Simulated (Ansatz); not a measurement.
The parent structure is GaS in the beta-GaS type structure (space group P6_3/mmc, No. 194; a = 3.5342 Å, c = 15.0389 Å; layered, stacked along the Cartesian z axis). Axes: x lies along a and z along c of the hexagonal cell.

Method: Ansatz (a program for electronic structure), PBEsol-D3(BJ), PAW, cutoff 420 eV, without spin-orbit coupling.

Before the change:

```
Item                            Result
-----------------------------  -------
Shortest interatomic distance  2.314 Å
Smallest direct gap            1.73 eV
```

It is then changed as follows: uniaxial stress, 5 GPa compression along x, with the cell and atoms free to relax against it.

**Question.** What happens to the strain response?

**Answer.** The strain response (xx, yy, zz) amounts to (−3.97, +0.96, +0.69) %.

**Question.** How does this affect the shortest interatomic distance?

**Answer.** The shortest interatomic distance decreases by 0.020 Å (2.314 Å → 2.294 Å).

**Question.** How does this affect the energy relative to the base?

**Answer.** The energy goes up by 12 meV/atom.

**Question.** What happens to the smallest direct gap?

**Answer.** The smallest direct gap increases by 0.33 eV (1.73 eV → 2.06 eV).

Beyond what the load breaks, stability against distortions was not tested.
